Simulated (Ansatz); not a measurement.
Cu3PdN in the anti-perovskite structure (space group Pm-3m, No. 221; a cell from a computed database, its experimental status unchecked)

Space group Pm-3m (No. 221); a = b = c = 3.820 Å, α = β = γ = 90.00°

| atom | site | symmetry | x | y | z |
|---|---|---|---|---|---|
| Cu | 3d | 4/mm.m | 0.0000 | 0.0000 | 0.5000 |
| Pd | 1b | m-3m | 0.5000 | 0.5000 | 0.5000 |
| N | 1a | m-3m | 0.0000 | 0.0000 | 0.0000 |

Level of theory: PBEsol (Ansatz, a quantum-chemistry and plane-wave program; PAW; 420 eV plane waves; no spin-orbit coupling). Γ-centred 12×12×12 mesh, Fermi–Dirac width 0.05 eV.

| Quantity | Result |
|---|---|
| Volume per atom | 11.15 Å³ |
| Density | 9.27 g/cm³ |
| Band gap | zero |
| Total energy | -5410.225 eV/atom (σ→0; compares only within this code and set-up) |

No phonon test of stability was made. The final runs are not spin-polarised. A zero or small gap of Cu3PdN can be the functional's error rather than a property of the material.
